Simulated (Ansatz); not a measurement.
Convergence series on Ni (Fm-3m, 1 atom in the cell)

```
Ni
1.0
    0.00000     1.74244     1.74244
    1.74244     0.00000     1.74244
    1.74244     1.74244     0.00000
Ni
1
Direct
  0.00000   0.00000   0.00000
```
Moments meant for the start (each program seeds them in its own way; μB, in the order of the atoms Ni): 2.0.

Computed with PBE, PAW files (plane waves; Ansatz, a first-principles code).

The starting cell comes from a database of computed structures (which also holds hypothetical and non-ambient phases and stackings), without a prior relaxation at this level. Its lattice was rescaled by a random factor within 2.5 % of one. With one magnetic atom in the cell only a parallel order is possible. In the base run, with a pressure of about 7 GPa the cell is away from its equilibrium volume at this level. Ansatz's pressure includes its estimate of the finite-basis (Pulay) stress.

Held fixed: kpoints.mp_grid.grid = 21 21 21; hamiltonian.xc = pbe; hamiltonian.pseudopotentials = {kind: paw} (the program's default PAW files); magnetization.spin_polarized = true; scf.occupations.method = fermi_dirac; scf.occupations.width = 0.1 eV.

ΔF is the free energy per atom less that of the last row (840 eV).

The first pressure column holds Ansatz's estimate of the finite-basis (Pulay) stress, which hides part of the cutoff error; the other is without it.

The magnetic state is not the same in all runs (site moments differ, or a search went on to a lower state), so steps between rows are not convergence errors alone.

| basis.ecutwfc | ΔF (meV/atom) | pressure (GPa) | size of the net moment (μB/atom) | pressure at a fixed set of plane waves (GPa) | plane waves | iterations |
|---|---|---|---|---|---|---|
| 170 eV | 46800.1 | 38.73 | 0.00 | -2846.58 | 59 | 11 |
| 210 eV | 12062.3 | -29.52 | 0.55 | -875.44 | 65 | 10 |
| 250 eV | 2900.9 | 18.79 | 0.59 | -261.04 | 113 | 9 |
| 295 eV | 426.8 | 12.62 | 0.60 | -48.11 | 113 | 9 |
| 335 eV | 53.7 | 7.51 | 0.61 | -2.64 | 169 | 8 |
| 380 eV | 6.9 | 6.59 | 0.61 | 6.01 | 169 | 9 |
| 420 eV | … | 6.52 | 0.61 | 6.40 | 181 | 9 |
| 485 eV | … | 6.49 | 0.61 | 6.33 | 259 | 9 |
| 545 eV | 1.13 | 6.46 | 0.61 | 6.39 | 331 | 9 |
| 630 eV | 0.43 | 6.43 | 0.61 | 6.39 | 339 | 9 |
| 735 eV | 0.05 | 6.42 | 0.61 | 6.41 | 531 | 9 |
| 840 eV | 0.00 | 6.42 | 0.61 | 6.41 | 561 | 9 |

Task: What belongs in the gaps?

Result: 
- 420 eV, ΔF (meV/atom): 4.9
- 485 eV, ΔF (meV/atom): 2.4

Keys are those of Ansatz 0.2.
